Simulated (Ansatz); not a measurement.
Ge on the Al site (Ge_Al) in wurtzite AlN (start: the Al site; 96-site cell, 2×2×2 shifted sampling). Computed with PBE, PAW (plane waves to 420 eV; Ansatz, an electronic-structure program). Total energies of the localised charge states, counted from that of charge +1, and their image corrections (point charge with alignment); the host's valence-band maximum lies at 6.942 eV on the cells' energy zero and its gap is 4.03 eV.

```json
[
 {"charge": "+1", "moment (μB)": "not spin-polarised", "E − E(first) (eV)": "0.000", "correction (eV)": "0.318"},
 {"charge": "0", "moment (μB)": "1.0", "E − E(first) (eV)": "11.213", "correction (eV)": "0.000"},
 {"charge": "−1", "moment (μB)": "not spin-polarised", "E − E(first) (eV)": "21.357", "correction (eV)": "0.073"}
]
```

### Question
Derive the transition levels above the valence-band maximum and say which of them are thermodynamic.

### Answer
A level is the Fermi energy at which two charges have equal formation energy: ε(q/q′) = [E(q′) + corr(q′) − E(q) − corr(q)] / (q − q′) − E_VBM.
ε(+1/0) = [(11.213 + 0.000) − (0.000 + 0.318)] / 1 − 6.942 = 3.95 eV
ε(0/−1) = [(21.357 + 0.073) − (11.213 + 0.000)] / 1 − 6.942 = 3.27 eV
Charge 0 lies above the lower envelope where its neighbours cross, so the level that counts is ε(+1/−1) = [(21.357 + 0.073) − (0.000 + 0.318)] / 2 − 6.942 = 3.61 eV.
Thermodynamic levels at least 0.1 eV inside the gap: (+1/−1) at 3.61 eV. They hold to tenths of an eV in this cell. Only the charges listed were compared. Flagged in the runs: a host whose relaxation on this sampling wasn't shown to rest, a strain field that reaches the edge of the cell.
